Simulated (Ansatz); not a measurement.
Base system: GaP in the zinc blende structure (space group F-43m, No. 216; a = 5.391 Å). Axes: x, y, z lie along the cube axes.

Calculations: LDA (Ansatz, a first-principles code; PAW; 420 eV plane waves; scalar-relativistic without spin-orbit coupling).

Base values:

The valence-band top at Γ comes out as 0.00, 0.00, 0.00 eV, the shortest interatomic distance is 2.335 Å and the valley order is a point along ⟨100⟩, about 1.0 Å⁻¹ from Γ 1.38 eV; L along ⟨111⟩ 1.60 eV; Γ 1.88 eV.

The change: the cell is stretched by 1.50 % along z with no lateral relaxation; the atoms relax in the strained cell.

### Question
Estimate the effect on the valence-band top at Γ.

### Answer
The valence-band top at Γ (three highest levels, from the VBM) goes from 0.00, 0.00, 0.00 eV to 0.00, 0.00, -0.09 eV.

### Question
What does the calculation give for the shortest interatomic distance after the change?

### Answer
The shortest interatomic distance rises by 0.0117 Å, from 2.335 Å to 2.346 Å.

### Question
How does this affect the valley order?

### Answer
The valley order (the lowest conduction-band minima on the path, energy above the VBM, named in the base's zone) goes from a point along ⟨100⟩, about 1.0 Å⁻¹ from Γ 1.38 eV; L along ⟨111⟩ 1.60 eV; Γ 1.88 eV to a point along [010], about 1.0 Å⁻¹ from Γ 1.34 eV; a point along [001], about 1.0 Å⁻¹ from Γ 1.47 eV; L along [111] 1.52 eV; Γ 1.73 eV.

### Question
How does this affect the stress?

### Answer
The stress (xx, yy, zz, yz, xz, xy; compression positive) amounts to (-0.91, -0.91, -2.10, 0.00, 0.00, 0.00) GPa.

### Question
Predict the new energy relative to the base.

### Answer
The energy goes up by 2.0 meV/atom.

Stability against distortions was not tested.
